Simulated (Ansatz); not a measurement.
Symmetric slabs, relaxed from ideal cuts in 1x1 cells, of elemental solids: surface energy (J/m²) by functional, in Ansatz (plane waves, PAW). All structures are PBE's; the other columns are single points with references at the same level. No spin-orbit coupling, Hubbard U or dispersion. The rows are a random draw from the class, without slabs that broke up, higher cuts of a face and adsorbates that left their site.

| system | PBE (J/m²) | r2SCAN (J/m²) |
|---|---|---|
| fcc Al (311), ideal cut with outer spacing 1.22 Å | 0.96 | 1.12 |
| bcc W (311), ideal cut with outer spacing 0.48 Å | 3.69 | 4.00 |
| bcc Li (110), ideal cut with outer spacing 2.43 Å | 0.49 | 0.51 |
| hcp Ti (10-11), ideal cut with outer spacing 0.37 Å | 1.92 | 2.11 |
| fcc Cu (322), ideal cut with outer spacing 0.44 Å | 1.45 | ? |
| bcc V (100), ideal cut with outer spacing 1.50 Å | 2.41 | 2.58 |
| hcp Ru (21-32), ideal cut with outer spacing 0.27 Å | 3.26 | 3.50 |
| hcp Ru (10-12), ideal cut with outer spacing 0.53 Å | 3.16 | 3.40 |

Task: Fit a straight line y = a·x + b by least squares to the 7 complete rows (x: PBE (J/m²); y: r2SCAN (J/m²)).

Result: the means are x̄ = 2.2700 and ȳ = 2.4600; Σ(x − x̄)² = 8.8152 and Σ(x − x̄)(y − ȳ) = 9.4187, so a = 1.068 and b = ȳ − a·x̄ = 0.035. The largest residual is 0.060.

Task: What does the line predict for the withheld row, fcc Cu (322), ideal cut with outer spacing 0.44 Å, and what did the calculation give?

Result: the line gives 1.58; the calculation gave 1.70, a miss of 0.12, larger than any residual of the fitted rows.

Ansatz is an electronic-structure program.
